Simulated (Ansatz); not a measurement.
**Hf under a change: uniaxial strain ε_xx = +2.00 %**

Consider Hf in the hcp (Mg type) structure (space group P6_3/mmc, No. 194; a = 3.158 Å, c = 5.004 Å; relaxed with 0.1 eV smearing). Axes: x lies along a and z along c of the hexagonal cell.

Now apply this change: the cell is stretched by 2.00 % along x with no lateral relaxation, atoms relaxed at fixed cell.

Computed with PBEsol (Ansatz, an electronic-structure program; PAW; 420 eV plane waves; no spin-orbit coupling). Γ-centred 21×21×12 mesh, Fermi–Dirac width 0.1 eV.

| quantity | base | changed | shift |
|---|---|---|---|
| space group | P6_3/mmc (No. 194) | Cmcm (No. 63) | – |
| shortest interatomic distance | 5.851 bohr | 5.866 bohr | +0.015 bohr |
| energy relative to the base (free energy F) | 0 meV/atom | +4.7 meV/atom | +4.7 meV/atom |
| pressure (mean of the normal stresses, compression positive) | 0.0 GPa | -2.1 GPa | -2.1 GPa |
| band gap | zero | zero | – |
| largest internal atomic displacement | – | 0.014 Å | – |
| stress (xx, yy, zz, yz, xz, xy; compression positive) | – | (-3.4, -1.5, -1.4, 0.0, 0.0, 0.0) GPa | – |

Cost of the whole job for the changed cell (relaxation, final SCF and bands): around 90 core-seconds (rough).

Whether these cells are dynamically stable was not tested. All final runs are without spin polarisation.
